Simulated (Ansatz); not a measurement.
Consider Al in the fcc (Cu type) structure (space group Fm-3m, No. 225; a = 3.9937 Å; relaxed with 0.1 eV smearing). Axes: x, y, z lie along the cube axes.

Level of theory: r2SCAN, PAW, 500 eV (Ansatz, an electronic-structure program; spin-orbit coupling left out).

Now apply this change: biaxial strain +0.94 %, plane normal [001], relaxed out of plane (Cartesian); in-plane vectors clamped, the third vector and the atoms free.

Problem. How does this affect the in-plane stress?

Solution. The mean in-plane stress (compression positive) comes out as -1.2 GPa.

Problem. Estimate the effect on the out-of-plane strain.

Solution. The out-of-plane strain is -0.96 %.

Problem. Predict the new energy relative to the base.

Solution. The energy rises by 1.1 meV/atom.

Whether these cells are dynamically stable was not tested.
